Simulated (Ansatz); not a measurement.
Density of states of GaP (F-43m) above the conduction band minimum, Ansatz (a quantum-chemistry and plane-wave program) with r2SCAN with spin-orbit coupling, rigid bands; cell volume 40.5 Å³.

```tsv
energy from edge (eV)	10⁻³ states/eV/cell
0.006	29.6
0.031	70.8
0.056	103
0.081	130
0.106	147
0.131	165
0.156	184
0.181	205
0.206	244
0.231	281
0.256	319
0.281	355
0.319	400
0.344	427
0.369	453
0.394	480
0.419	504
0.444	529
0.469	552
0.494	576
0.519	600
0.544	626
0.569	649
0.594	674
```

Task: What effective density of states at 300 K does this give (∫ g(E) exp(−E/k_BT) dE, both spins, divided by the cell's size)?

Result: 3.8e19 cm⁻³, a density-of-states mass of 1.31 mₑ, valleys and band degeneracy included.

Geometry: cell and atoms relaxed with r2SCAN.
